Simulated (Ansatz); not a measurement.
Input:

```xyz
6
Lattice="-1.8849 1.8849 4.7761 1.8849 -1.8849 4.7761 1.8849 1.8849 -4.7761" Properties=species:S:1:pos:R:3 pbc="T T T"
Ti     0.0000     1.8849     2.3880
Ti     0.0000     0.0000     0.0000
O      0.0000     1.8849     4.3721
O      0.0000     0.0000     7.5681
O      0.0000     1.8849     0.4040
O      0.0000     0.0000     1.9840
```

No spin polarisation.

0.136 electrons added to each cell, a density of 2.0×10^21 cm⁻³, with a uniform compensating background at fixed cell and a 300 K Fermi–Dirac width.

All numbers come from DFT with PBEsol, PAW potentials and a 420 eV plane-wave cutoff in Ansatz (a quantum-chemistry and plane-wave program), spin-orbit coupling left out. Γ-centred 17×17×17 mesh, Fermi–Dirac width 0.0259 eV.

Problem. Estimate the Fermi level relative to the doped band's edge (positive inside the band; to 0.05 eV).

Solution. +0.50 eV.

Problem. What is the computed gap between the host's bands?

Solution. 2.20 eV.

Charged cell with a jellium background: band edges are those of the host's band count, energies are not comparable with the neutral cell, and many-body gap narrowing is missing. Whether these cells are dynamically stable was not tested. All final runs are without spin polarisation. The cell was made from TiO2 in the anatase structure (space group I4_1/amd, No. 141) by this change: electrons 2.0×10^21 cm⁻³.
